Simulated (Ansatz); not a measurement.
## The (11-22) surface of hcp Re in its 1x1 cell, outermost plane spacing 1.18 Å in the ideal cut

Level of theory: r2SCAN, at the PBE geometry (plane waves to 500 eV, PAW; Ansatz, a first-principles code).

Set-up: 20 atoms, 10.6 Å thick at the start; mesh 8x7x1; 0.1 eV smearing; dipole correction on; single point; on the structure that PBE left under its start's symmetry; no spin, no spin-orbit, no U.

- surface energy (mean of both faces) = 3.70 J/m²
- work function of the top face = 4.54 eV
- cost = around 6 core-minutes (rough)
